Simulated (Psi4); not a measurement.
Psi4 1.11, unrestricted B3LYP/def2-svp: Sc(Cl)3 anion ([Cl][Sc]([Cl])[Cl]), charge -1, multiplicity 2, 4 atoms. The geometry is a generated start, not checked to be a minimum at this level.

- task: energy
- method: b3lyp
- basis: def2-svp
- memory: 3 GB
- maxiter: 100
- keys of the molecule block: symmetry c1
- scf_type: df (default)
- guess: auto, which took SAD (default)
- scf_initial_accelerator: adiis (default)
- e_convergence: 1e-06 (default)
- d_convergence: 1e-06 (default)
- dft_radial_points: 75 (default)
- dft_spherical_points: 302 (default)
- basis functions: 85
- grid points: 87865

```xyz
4

Sc     0.0013    -0.0128     0.0000
Cl     2.1490    -0.3638    -0.5789
Cl    -0.8462    -0.9218     1.8761
Cl    -1.3041     1.2983    -1.2973
```

Charge -1 and multiplicity 2 are set for this test and not shown to be the ground state.

One run each on 2 threads. Values of diis_max_vecs tried: 3, 6, 10 (default), 20.

### Question
Which value of diis_max_vecs needs the fewest SCF iterations, and what happens away from it?

### Answer
Fewest SCF iterations, within one of each other: 6 with 10, 10 (default) with 10, 20 with 10. The count rises to 16 at 3. All converge to one solution.

```json
[
 {"diis_max_vecs": "3", "SCF iterations": "16", "end": "same solution"},
 {"diis_max_vecs": "6", "SCF iterations": "10", "end": "same solution"},
 {"diis_max_vecs": "10 (default)", "SCF iterations": "10", "end": "same solution"},
 {"diis_max_vecs": "20", "SCF iterations": "10", "end": "same solution"}
]
```
